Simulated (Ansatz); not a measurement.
BN under load (space group P6_3mc), PBE, rigid bands run with Ansatz (an electronic-structure program). Condition of this run: biaxial stress in the c plane of -18 GPa (compression positive) (the target of the relaxation). Band gap 5.34 eV, N_c = 1.45e19 cm⁻³ and N_v = 5.19e19 cm⁻³ at 300 K, conductivity masses along z (a = (2.59, 0.00, 0.00) Å; b = (-1.29, 2.24, 0.00) Å; c = (0.00, 0.00, 4.19) Å) of 0.307 mₑ (electrons) and 1.25 mₑ (holes). Take k_BT = 0.02585 eV.

Question: Find the intrinsic carrier density and the intrinsic Fermi level.

Answer: n_i = √(N_c N_v) exp(−E_g/2k_BT) = 2.74e19 × exp(−103.28) = 3.8e-26 cm⁻³. The level lies (k_BT/2) ln(N_v/N_c) = 16 meV from mid-gap (positive towards the conduction band). Each 0.1 eV added to the gap lowers n_i by a factor of 6.9.

Question: What thermal injection velocity √(2k_BT/πm) limits a ballistic channel along the direction named?

Answer: 9.71e6 cm/s for electrons and 4.81e6 cm/s for holes, a ratio of √(m_h/m_e) = 2.02, for dilute carriers.

Question: A film of it is 2 nm thick, with its normal along the direction named. Estimate the confinement energies in an infinite well.

Answer: ħ²π²/(2m t²) = 0.376 eV·nm²/(m/mₑ × t²) gives 306 meV for electrons and 75.2 meV for holes, so the gap would widen to about 5.72 eV. Finite barriers and nonparabolic bands lower this, and with several valleys or bands the heaviest mass along the normal sets the lowest level, not this average.

Rigid bands with the computed gap; masses take one relaxation time for all states. Spin-orbit coupling is left out. Geometry: cell and atoms relaxed with PBEsol.
